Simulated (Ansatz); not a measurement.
Input for (Al,La)N alloy cell Al13La3N16 (wurtzite start):

Ansatz 0.2 input:
```yaml
crystal:
  lattice:
    - [6.567530292, 0.000000701, -0.000000292]
    - [-3.283764536, 5.641151647, -0.027716536]
    - [-0.000000462, -0.049898106, 10.593545007]
  atoms:
    - { symbol: Al, position: [0.169227777, 0.338455776, -0.009550491] }
    - { symbol: La, position: [0.149071906, 0.29814209, 0.507587919] }
    - { symbol: Al, position: [0.165245283, 0.841807365, -0.019332732] }
    - { symbol: Al, position: [0.167719207, 0.829065682, 0.522328865] }
    - { symbol: Al, position: [0.665757136, 0.331514534, -0.010393517] }
    - { symbol: Al, position: [0.648764626, 0.297527899, 0.499921858] }
    - { symbol: Al, position: [0.676561272, 0.841806836, -0.01933284] }
    - { symbol: Al, position: [0.661346596, 0.829066998, 0.522329139] }
    - { symbol: Al, position: [0.33208122, 0.171781451, 0.226454236] }
    - { symbol: Al, position: [0.337581223, 0.171389093, 0.760148636] }
    - { symbol: La, position: [0.363351471, 0.726702159, 0.256377551] }
    - { symbol: Al, position: [0.337396358, 0.674793731, 0.758360276] }
    - { symbol: Al, position: [0.839699433, 0.171780903, 0.226454011] }
    - { symbol: Al, position: [0.833809339, 0.171390024, 0.76014929] }
    - { symbol: La, position: [0.834879356, 0.66975928, 0.259760222] }
    - { symbol: Al, position: [0.830244153, 0.660487743, 0.744113198] }
    - { symbol: N, position: [0.16178341, 0.323566012, 0.178117432] }
    - { symbol: N, position: [0.16930731, 0.338613873, 0.726186065] }
    - { symbol: N, position: [0.16892539, 0.873257197, 0.153426337] }
    - { symbol: N, position: [0.169285731, 0.841335185, 0.704130095] }
    - { symbol: N, position: [0.647006231, 0.294012574, 0.168474206] }
    - { symbol: N, position: [0.657107913, 0.314215117, 0.689690278] }
    - { symbol: N, position: [0.704329943, 0.873255847, 0.153427029] }
    - { symbol: N, position: [0.672049791, 0.841334349, 0.704130104] }
    - { symbol: N, position: [0.340647317, 0.119158839, 0.416903272] }
    - { symbol: N, position: [0.339183607, 0.176280682, 0.935928732] }
    - { symbol: N, position: [0.343880152, 0.687761091, 0.483833731] }
    - { symbol: N, position: [0.338547273, 0.677094188, 0.939423384] }
    - { symbol: N, position: [0.778513152, 0.119160176, 0.416903831] }
    - { symbol: N, position: [0.837096769, 0.176281091, 0.935928006] }
    - { symbol: N, position: [0.829047606, 0.658097727, 0.488710766] }
    - { symbol: N, position: [0.830551901, 0.661104432, 0.927411095] }
basis:
  ecutwfc: 420
  ecutrho_ratio: 4
  xc_grid: 2
kpoints:
  mp_grid: { grid: [4, 4, 2] }
hamiltonian:
  xc: pbe
  dispersion: none
  pseudopotentials: { kind: paw }
scf:
  n_extra_bands: 14
  occupations: { method: fermi_dirac, width: 0.01 }
output:
  forces: true
  stress: true
  eigenstates:
    kpoints:
      - [0.0, 0.0, 0.0]
      - [-0.333333, -0.333333, 0.0]
    e_range: [-4.0, 6.0]
    localisation: true
relax:
  f_tol: 0.03
  max_steps: 90
  cell: { stress_tol: 0.15 }
```

These are PBE (plane waves to 420 eV, PAW; Ansatz, a program for electronic structure) values and carry that method's errors. Scalar-relativistic, without spin–orbit coupling. Its k-point mesh 4×4×2, Fermi–Dirac width 0.01 eV.

Q: Write the closing report of this run, without the band table and long remarks, to eight decimals at most.

A: 
```
SCF converged after 6 iterations
Free energy (F): -31918.119229 eV
Harris-Foulkes:  -31918.119229 eV  (|F-HF|=9.60e-10)
Internal energy: -31918.119229 eV  (E = F + TS)
E sigma→0 (E₀):  -31918.119229 eV
Fermi energy:    9.584027 eV
--- Per-component energies (eV) ---
  E_band       = 167.777547
  E_kinetic    = 3028.202808
  E_local      = -4746.574162  (includes V_loc(G=0)·N_el)
  E_nonlocal   = 1140.434636
  E_hartree    = 1682.379542
  E_xc         = -1921.205451
  E_vxc        = -2074.514663  (∫ρ·V_xc dr)
  E_paw        = -24363.113753  (= ΣΔE_a)
  E_vpaw       = -544.530554  (= ΣTr[D̂ρ^β])
  E_aug_tail   = 0.001529  (compensation charges beyond the density's cutoff)
  E_ewald      = -6738.244380
  E_smearing   = 0.000000  (= −TS)
  E_closure    = 0.000000  (closes the sum)
  Σ components = -31918.119229   (vs F -31918.119229, Δ=0.00e0)
--- Forces (eV/Å), atoms counted from 1 ---
  atom   1  Al     0.00000000     0.00703179     0.01691619
  atom   2  La    0.00000000    -0.01241698    -0.02013848
  atom   3  Al    -0.00442687    -0.00347069     0.01689725
  atom   4  Al     0.00899101     0.00100845    -0.01898167
  atom   5  Al     0.00000000     0.00716105     0.00771448
  atom   6  Al    0.00000000    -0.00104409    -0.01888648
  atom   7  Al     0.00442687    -0.00347069     0.01689725
  atom   8  Al    -0.00899101     0.00100845    -0.01898167
  atom   9  Al    -0.00247639     0.00542632    -0.00577646
  atom  10  Al    -0.01826343    -0.00108501     0.00958565
  atom  11  La     0.00000000     0.00081536     0.00278733
  atom  12  Al     0.00000000    -0.00612488     0.01361889
  atom  13  Al     0.00247639     0.00542632    -0.00577646
  atom  14  Al     0.01826343    -0.00108501     0.00958565
  atom  15  La    0.00000000    -0.00277437    -0.01634127
  atom  16  Al     0.00000000     0.00468934     0.01817158
  atom  17  N     0.00000000     0.00321933    -0.01576674
  atom  18  N     0.00000000    -0.00758131    -0.00573513
  atom  19  N     -0.01388785     0.00185788     0.00220283
  atom  20  N     -0.00235049     0.00929075     0.00515592
  atom  21  N      0.00000000     0.00224340    -0.00159565
  atom  22  N     0.00000000     0.00041110    -0.00508545
  atom  23  N      0.01388785     0.00185788     0.00220283
  atom  24  N      0.00235049     0.00929075     0.00515592
  atom  25  N      0.00307806    -0.00872575     0.01707902
  atom  26  N      0.00815635    -0.00778744    -0.02128997
  atom  27  N      0.00000000     0.00780472     0.02302416
  atom  28  N     0.00000000     0.00457294    -0.01299310
  atom  29  N     -0.00307806    -0.00872575     0.01707902
  atom  30  N     -0.00815635    -0.00778744    -0.02128997
  atom  31  N      0.00000000    -0.00479824     0.02304433
  atom  32  N     0.00000000     0.00376776    -0.01876474
  max |Σ_I F_I| component: 2.85e-4 eV/Å
--- Stress (GPa, compression-positive) ---
        0.029402      0.000000      0.000000
       0.000000       0.012134      -0.065397
       0.000000      -0.065393       0.073402
  P = ⅓ Tr σ = 0.0383 GPa (0.383 kbar)
--- Relaxed structure (6 steps of the walk, 6 accepted, 1 SCFs on fresh bases) ---
  F+E_penalty+E_count = -31918.11922907 eV   max|allowed force component| = 2.305e-2 eV/Å   (the final SCF, on the basis selected at the relaxed cell)
  cell:  # Å, volume = 395.3045 Å³
    - [6.58880663, -3.90364184e-9, -4.47390933e-9]
    - [-3.29440331, 5.62074952, -0.09063969]
    - [7.15049546e-9, -0.16747205, 10.67678830]
  atoms:
    - { symbol: Al, position: [0.17296269, 0.34592538, -0.01089476] }
    - { symbol: La, position: [0.14044320, 0.28088641, 0.50432937] }
    - { symbol: Al, position: [0.17135078, 0.84602341, -0.02088331] }
    - { symbol: Al, position: [0.15797200, 0.80995980, 0.52648391] }
    - { symbol: Al, position: [0.67044759, 0.34089518, -0.00743672] }
    - { symbol: Al, position: [0.64262461, 0.28524922, 0.49792379] }
    - { symbol: Al, position: [0.67467264, 0.84602341, -0.02088331] }
    - { symbol: Al, position: [0.65198780, 0.80995980, 0.52648391] }
    - { symbol: Al, position: [0.34210022, 0.18407023, 0.22241344] }
    - { symbol: Al, position: [0.33668159, 0.16951888, 0.76210500] }
    - { symbol: La, position: [0.37178803, 0.74357607, 0.26396877] }
    - { symbol: Al, position: [0.33377839, 0.66755678, 0.75470001] }
    - { symbol: Al, position: [0.84197000, 0.18407023, 0.22241344] }
    - { symbol: Al, position: [0.83283728, 0.16951888, 0.76210500] }
    - { symbol: La, position: [0.85509238, 0.71018476, 0.25914397] }
    - { symbol: Al, position: [0.82874904, 0.65749808, 0.74517078] }
    - { symbol: N, position: [0.16598253, 0.33196507, 0.18196589] }
    - { symbol: N, position: [0.16417294, 0.32834589, 0.72422822] }
    - { symbol: N, position: [0.18449485, 0.88241905, 0.15026467] }
    - { symbol: N, position: [0.16578104, 0.83798055, 0.70498733] }
    - { symbol: N, position: [0.66011129, 0.32022258, 0.17346468] }
    - { symbol: N, position: [0.65499701, 0.30999402, 0.68848315] }
    - { symbol: N, position: [0.69792420, 0.88241905, 0.15026467] }
    - { symbol: N, position: [0.67219952, 0.83798055, 0.70498733] }
    - { symbol: N, position: [0.33146528, 0.09719461, 0.41232159] }
    - { symbol: N, position: [0.34394460, 0.18273521, 0.93809097] }
    - { symbol: N, position: [0.33681429, 0.67362857, 0.49009638] }
    - { symbol: N, position: [0.33930756, 0.67861513, 0.93537523] }
    - { symbol: N, position: [0.76572932, 0.09719461, 0.41232159] }
    - { symbol: N, position: [0.83879061, 0.18273521, 0.93809097] }
    - { symbol: N, position: [0.81964641, 0.63929282, 0.48735350] }
    - { symbol: N, position: [0.83318026, 0.66636052, 0.92856051] }
```

Cost: very roughly 3 core-minutes.
